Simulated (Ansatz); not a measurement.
## ZnO, response to strain

Start from ZnO in the wurtzite structure (space group P6_3mc, No. 186).

```
CELL_PARAMETERS angstrom
      3.22996     0.00000     0.00000
     -1.61498     2.79723     0.00000
      0.00000     0.00000     5.21438
ATOMIC_POSITIONS crystal
  Zn 0.33333 0.66667 0.00154
  Zn 0.66667 0.33333 0.50154
  O  0.33333 0.66667 0.38046
  O  0.66667 0.33333 0.88046
```

Cartesian axes are those of the cell as printed.

Strains are applied to the cell and any free atomic positions relax.

Level of theory: PBEsol (Ansatz, a first-principles code, PAW, no spin-orbit coupling).

Notes on the quantities. pressure: mean of the normal stresses, compression positive; energy relative to the base: free energy F.

```csv
change,band gap,pressure,energy relative to the base,volume per atom,electron mass
base,0.70 eV,0.0 kbar,0 meV/atom,11.78 Å³,0.13 mₑ (at Γ)
uniaxial strain ε_xx = −3.00 %,0.69 eV,46.0 kbar,+6.8 meV/atom,11.42 Å³,"0.14 mₑ along x, 0.14 mₑ along y, 0.14 mₑ along z (at Γ)"
uniaxial strain ε_xx = −2.40 %,0.69 eV,36.4 kbar,+4.3 meV/atom,11.50 Å³,0.14 mₑ (at Γ)
uniaxial strain ε_xx = −1.80 %,0.70 eV,27.0 kbar,+2.4 meV/atom,11.57 Å³,0.14 mₑ (at Γ)
uniaxial strain ε_xx = −1.20 %,0.70 eV,17.8 kbar,+1.1 meV/atom,11.64 Å³,0.14 mₑ (at Γ)
uniaxial strain ε_xx = −0.60 %,0.70 eV,8.8 kbar,+0.3 meV/atom,11.71 Å³,0.13 mₑ (at Γ)
```

Effective masses come from finite differences of ±0.01 Å⁻¹. Stability against distortions was not tested.
